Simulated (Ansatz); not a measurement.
Base system: TiC in the rock salt structure (space group Fm-3m, No. 225; a = 4.293 Å; relaxed with 0.1 eV smearing). Axes: x, y, z lie along the cube axes.

The change: tensile biaxial strain of 2.90 % in the plane normal to [111], as in epitaxy on a mismatched substrate; the out-of-plane cell vector and the atoms relax.

Levels (all Ansatz, a first-principles code, PAW): PBEsol (420 eV, no SOC); r2SCAN (500 eV, without spin-orbit coupling).

The geometry is relaxed with PBEsol.

* **PBEsol pressure**: -9.7 GPa

**Question.** Predict the pressure from r2SCAN.

**Answer.** The pressure rises by 5.8 GPa to -3.9 GPa.

Single points use the geometry relaxed with PBEsol. Their cutoffs differ, which shifts pressures a little. Whether these cells are dynamically stable was not tested. The base started in Pnma and relaxed to Fm-3m at this level. The final runs are not spin-polarised.
